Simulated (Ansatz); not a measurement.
The reference is SiO2 in the rutile structure (space group P4_2/mnm, No. 136; a = 4.195 Å, c = 2.678 Å). Axes: x, y, z lie along a, b, c of the conventional cell.

Computed with plane-wave PAW DFT at the PBEsol level (Ansatz, a first-principles code, 420 eV), no spin-orbit coupling.

Strains are applied to the cell and any free atomic positions relax; under biaxial strain the out-of-plane vector relaxes too.

One change was made to it. Results:

```tsv
quantity	base	after
band gap	5.35 eV	4.92 eV
width of the top valence band	2.67 eV	2.52 eV
hole mass	1.8 mₑ along c, 1.1 mₑ across (at Γ)	2.6 mₑ out of plane, 1.1 mₑ in plane (at Γ)
```

Task: What was done to the base?
A) biaxial strain +3.00 %, plane normal [001], relaxed out of plane
B) biaxial strain +0.60 %, plane normal [001], relaxed out of plane
C) biaxial strain +1.20 %, plane normal [001], relaxed out of plane
D) biaxial strain +1.80 %, plane normal [001], relaxed out of plane

Result: A, biaxial strain +3.00 %, plane normal [001], relaxed out of plane. For comparison, the band gap in the other runs: biaxial strain +1.20 %, plane normal [001], relaxed out of plane gives 5.17 eV; biaxial strain +0.60 %, plane normal [001], relaxed out of plane gives 5.26 eV; biaxial strain +1.80 %, plane normal [001], relaxed out of plane gives 5.08 eV.

Masses are band curvatures over ±0.01 Å⁻¹ around the edge. Stability against distortions was not tested.
